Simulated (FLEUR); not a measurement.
Worked example: self-consistent single point of Sn (Im-3m, 1 atom in the cell) in FLEUR

Method of the run: LDA (Perdew-Zunger), all-electron FLAPW (FLEUR), scalar-relativistic valence.

Input:

Input of the input generator:

```
scf Sn
&input film=f /
-3.5696283987 3.5696283987 3.5696283987
3.5696283987 -3.5696283987 3.5696283987
3.5696283987 3.5696283987 -3.5696283987
1.0
1.0 1.0 1.0

1
50 0.0000000000 0.0000000000 0.0000000000

&comp jspins=1 /
&exco xctyp='pz' /
&kpt div1=8 div2=8 div3=8 gamma=t /
&end /
```

```xml
<?xml version="1.0" encoding="UTF-8" standalone="no"?>
<fleurInput fleurInputVersion="0.39">
   <comment>
      scf Sn                                                                                              
   </comment>
   <calculationSetup>
      <cutoffs Kmax="3.8" Gmax="15.2" GmaxXC="15.2" numbands="0"/>
      <scfLoop itmax="100" minDistance="0.00001" maxIterBroyd="15" imix="Anderson" alpha="0.05" precondParam="0.0" spinf="2.0"/>
      <coreElectrons ctail="T" frcor="F" kcrel="0" coretail_lmax="0"/>
      <xcFunctional name="pz" relativisticCorrections="F"/>
      <magnetism jspins="1"/>
      <soc l_soc="F" theta="0.0" phi="0.0" spav="F"/>
      <expertModes spex="0" secvar="F"/>
      <geometryOptimization l_f="T" forcealpha="1.0" forcemix="BFGS" epsdisp="0.00001" epsforce="0.00001"/>
      <ldaU l_linMix="F" mixParam="0.05" spinf="1.0"/>
   </calculationSetup>
   <cell>
      <bzIntegration valenceElectrons="14.0" mode="hist" fermiSmearingEnergy="0.00367493">
         <kPointListSelection listName="default-1"/>
         <!-- k-points included here -->
         <xi:include xmlns:xi="http://www.w3.org/2001/XInclude" href="kpts.xml"> </xi:include>
      </bzIntegration>
      <!-- symmetry operations included here -->
      <xi:include xmlns:xi="http://www.w3.org/2001/XInclude" href="sym.xml"> </xi:include>
      <bulkLattice scale="1.0">
         <bravaisMatrix>
            <row-1>   -3.5696283986999999     3.5696283986999999     3.5696283986999999</row-1>
            <row-2>    3.5696283986999999    -3.5696283986999999     3.5696283986999999</row-2>
            <row-3>    3.5696283986999999     3.5696283986999999    -3.5696283986999999</row-3>
         </bravaisMatrix>
      </bulkLattice>
   </cell>
   <atomSpecies>
      <species name="Tin (Sn)" element="Sn" atomicNumber="50">
         <mtSphere radius="2.63" gridPoints="925" logIncrement="0.014"/>
         <atomicCutoffs lmax="10" lnonsphr="8"/>
         <electronConfig flipSpins="F">
            <coreConfig>(1s1/2) (2s1/2) (2p1/2) (2p3/2) (3s1/2) (3p1/2) (3p3/2) (4s1/2) (3d3/2) (3d5/2) (4p1/2) (4p3/2)</coreConfig>
            <valenceConfig>(5s1/2) (4d3/2) (4d5/2) (5p1/2) (5p3/2)</valenceConfig>
            <stateOccupation state="(5p1/2)" spinUp="0.3333333333333" spinDown="0.3333333333333"/>
            <stateOccupation state="(5p3/2)" spinUp="0.6666666666667" spinDown="0.6666666666667"/>
         </electronConfig>
         <energyParameters s="5" p="5" d="5" f="4"/>
         <lo type="SCLO" l="2" n="4" eDeriv="0"/>
      </species>
   </atomSpecies>
   <atomGroups>
      <atomGroup species="Tin (Sn)">
         <relPos label="                   1">.0000000000 .0000000000 .0000000000</relPos>
         <force calculate="T" relaxXYZ="TTT"/>
      </atomGroup>
   </atomGroups>
   <output dos="F" band="F" slice="F">
      <checks vchk="F" cdinf="F"/>
      <bandDOS minEnergy="-.5*Htr" maxEnergy="0.5*Htr" sigma="0.015" storeEVData="T"/>
      <vacuumDOS vacdos="F" integ="F" star="F" nstars="0" locx1="0.0" locy1="0.0" locx2="0.0" locy2="0.0" nstm="0" tworkf="0.0"/>
      <unfoldingBand unfoldBand="F" supercellX="1" supercellY="1" supercellZ="1"/>
      <plotting iplot="0" polar="F">
         <plot TwoD="T" vec1="  1.0  0.0  0.0" vec2="  0.0  1.0  0.0" vec3="  0.0  0.0  1.0" zero="  0.0  0.0  0.0" file="plot"/>
      </plotting>
      <chargeDensitySlicing numkpt="0" minEigenval="0.0" maxEigenval="0.0" nnne="0" pallst="F"/>
      <specialOutput eonly="F"/>
      <magneticCircularDichroism mcd="F" energyLo="-10.0" energyUp="0.0"/>
   </output>
  <!-- We include the file relax.xml here to enable relaxations (see documentation) -->
  <xi:include xmlns:xi="http://www.w3.org/2001/XInclude" href="relax.xml"> <xi:fallback/> </xi:include>
</fleurInput>
```

Output, abridged:

```
      Welcome to FLEUR        (www.flapw.de)
      MaX-Release 8.1          (www.max-centre.eu)

 ========== k-point set info ==========
 Selected k-point list: default-1
 k-point list type: mesh
 8 x 8 x 8
 Number of k points: 29

 ------------Calculation Setup---------------------------
 Number of basis functions:          183
 Iteration:     1   Distance:       2.51907333 me/bohr^3
 Iteration:     2   Distance:       2.34358572 me/bohr^3
 Iteration:     3   Distance:       1.03228035 me/bohr^3
 Iteration:     4   Distance:       0.08881381 me/bohr^3
 Iteration:     5   Distance:       0.09728829 me/bohr^3
 Iteration:     6   Distance:       0.02242670 me/bohr^3
 Iteration:     7   Distance:       0.00248499 me/bohr^3
 Iteration:     8   Distance:       0.00097065 me/bohr^3
 Iteration:     9   Distance:       0.00006005 me/bohr^3
 Iteration:    10   Distance:       0.00004675 me/bohr^3
 Iteration:    11   Distance:       0.00000234 me/bohr^3

 Run finished successfully
 Stop message:
   Structural relaxation: Done

[file out, last iteration]
             iter=     12
          p o t e n t i a l   g e n e r a t o r
[...]
          integral of pseudo charge density inside the slab=        0.000000   0.000000
     coulomb potential in the interstitial region:
          density-coulomb potential integrals
          total density-coulomb potenti   -10011.9101696824
          density-effective potential integrals for spin  1
          total density-effective poten   -1.0224069267E+04
          charge density-energy density integrals
          total charge density-energy d   -1.5997876652E+02
 Updated energy parameters for spin:           1
  Atom    1 5s branch from -4.46 to  0.70 htr. ; e_l = -0.0006
  Atom    1 5p branch from -2.84 to  1.32 htr. ; e_l =  0.2225
  Atom    1 5d branch from -0.47 to  2.44 htr. ; e_l =  0.4312
  Atom    1 4f branch from -9.99 to  1.82 htr. ; e_l =  0.5781
  Atom    1 4d branch from-16.94 to -0.47 htr. ; e_l(l -0.5023
[...]
 fermi energy and band-weighting factors:
at   0.00000   0.00000   0.00000   k-weight:    0.001953
   12 eigenvalues :
   -0.507763   -0.507763   -0.507763   -0.502409   -0.502409   -0.132013    0.569242    0.569242
    0.569242    0.727838    0.727838    0.727838
   [... 2 blocks of this kind left out ...]

[...]
FERMIE:
          first approx. to ef    (T=0)  :   0.274189 htr   (energy of the highest occ. eigenvalue)
          number of occ. states  (T=0)  :        203
          first approx. to seigv (T=0)  :  -4.593330 htr
          sum of weights of occ. states :   7.021484
          sum of semicore charge        :   0.000000 e
FERHIS:  Fermi-Energy by histogram:
          bandgap                     :   0.000323 htr
          charge neutrality (T=0)     :   0.042969    (zero if the highest occ. eigenvalue is "entirely" occupied)
     EF_NEWTON:  Adjust Fermi-Energy by Newton-Method.
               Number of iterations needed  :   4
               The error in the weight is   : -0.15393E-11
               The error in ef is           :  0.12723E-12 htr
     -->  new fermi energy            :   0.276172 htr
          valence charge              :  14.000000 e
          actual charge blw ef-8kt    :  13.562500 e
          actual charge blw ef+8kt    :  14.000000 e
          number of occ. states       :       209
          sum of the valence weights  :    7.000000
          entropy         :   0.282896 *kb htr/K =   0.00000 htr/K
          sum of val. single particle energies:        -4.6047766008 htr
 Direct bandgap for spin            1 :    3.5281103307445383E-002  Htr
 at k-point           28  with k-vector   0.37500000000000000       0.50000000000000000       0.50000000000000000
          valence density: spin= 1
[...]
     l-like charge
     atom     s        p        d        f        total
 -->  1    1.29022  0.88164  9.96156  0.01142   12.14604
          total charge for spin  1=   14.000000
          interst. charge =       1.853958
          mt charge=             12.146042
          total charge  =   14.000000
          z= 50.     r(1)=  0.633756E-05     dx= 0.014000     m.t.index= 925
               n    l     j    energy       weight
               1.   0.   0.5-1063.8561      2.0000
               2.   0.   0.5 -160.2123      2.0000
               2.   1.   0.5 -149.7048      2.0000
   [... 9 lines left out ...]
          atom type    1  (spin 1)
          kinetic energy=  0.637012496355E+04     sum of the eigenvalues= -0.372040116605E+04
          0.00132108  electrons lost from core.
          total charge for spin  1=   50.000000
          interst. charge =       1.855278
          mt charge=             48.144722
          total charge  =   50.000000
          zc=    50.000000     qfix=    1.000000
     t o t a l  e n e r g y
          sum of eigenvalues =             -3725.0059426536
          density-coulomb potential int   -10011.9101696824
          density-effective potential i   -10224.0692669036
          charge density-ex.-corr.energ     -159.9787665210
          el.-nucl. inter. diff. m.t.       7483.0707308945
          Madelung term for atom type:       -23.8783746036
 ---->    total energy=                    -6173.8196326103 htr
 ---->    (input%tkb*entropy) TS=              0.0010396216 htr
 ---->    free energy=                     -6173.8206722319 htr
      extrapolation for T->0
 ---->    total electron energy=           -6173.8201524211 htr
 ***** TOTAL FORCES ON ATOMS *****
 TOTAL FORCE FOR ATOM TYPE=  1  X=  0.000   Y=  0.000   Z=  0.000
                       FX_TOT= 0.000000 FY_TOT= 0.000000 FZ_TOT= 0.000000
 Structural relaxation: Done
```

The run converged in 11 iterations. FLEUR gives forces in its relaxation mode, with a further iteration, so its stop message speaks of a relaxation.

The starting cell comes from a database of computed structures (which also holds hypothetical and non-ambient phases and stackings), without a prior relaxation at this level. Its lattice was rescaled by up to half a per cent. Values depend on the basis (sphere radii, cutoffs, local orbitals), which need not be converged. The log's line on a gap gives a spacing of levels on this mesh, which the program prints for metals too.
